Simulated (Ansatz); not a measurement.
The starting structures come from a database of crystals and need not be the phases stable at ambient conditions.

Tunnelling through a barrier is set by its complex band structure: the current falls as exp(−2κd) with the smallest κ.

Consider the following.

```
Cd2SnO4
1.0
    3.20740     0.00000     0.00000
    0.00000     9.97555     0.00000
    0.00000     0.00000     5.60444
Cd Sn O
4 2 8
Direct
  0.50000   0.32349   0.06014
  0.50000   0.67651   0.93986
  0.50000   0.17651   0.56014
  0.50000   0.82349   0.43986
  0.00000   0.00000   0.00000
  0.00000   0.50000   0.50000
  0.00000   0.80809   0.13425
  0.00000   0.19191   0.86575
  0.00000   0.69191   0.63425
  0.00000   0.30809   0.36575
  0.50000   0.53980   0.26549
  0.50000   0.46020   0.73451
  0.50000   0.96020   0.76549
  0.50000   0.03980   0.23451
```

Space group of this cell: Pbam. The cell is taken as given; by PBEsol its mean pressure is -1.6 GPa.

Transport runs along the normal of the first two printed cell vectors.

No gap correction and no spin-orbit coupling; mid-gap values are interpolated between computed energies.

Q: Compute, with Ansatz (a quantum-chemistry and plane-wave program) with PBEsol, the band gap and the smallest decay constant κ at mid-gap.

A: Gap 0.47 eV on a 10×4×6 mesh; κ = 0.088 1/Å, at the zone centre.
